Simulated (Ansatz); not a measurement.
Base system: GaN in the zinc blende structure (space group F-43m, No. 216; a = 4.498 Å). Axes: x, y, z lie along the cube axes.

Calculations: PBEsol in Ansatz (plane waves to 420 eV, PAW, no SOC).

For the base:

The band gap comes out as 1.70 eV and the valence-band top at Γ is 0.00, 0.00, 0.00 eV.

One thing is altered: the cell is stretched by 2.50 % along z with no lateral relaxation, atoms relaxed at fixed cell.

Estimate the effect on the energy relative to the base, band gap and valence-band top at Γ.

The energy grows by 5.9 meV/atom; the band gap falls by 0.20 eV (1.70 eV → 1.50 eV); the valence-band top at Γ (three highest levels, from the VBM) changes from 0.00, 0.00, 0.00 eV to 0.00, 0.00, -0.12 eV.

The cells carry an imposed strain or load. Whether these cells are dynamically stable was not tested. This is not the structure that GaN has at room temperature and ambient pressure.

Ansatz is an electronic-structure program.
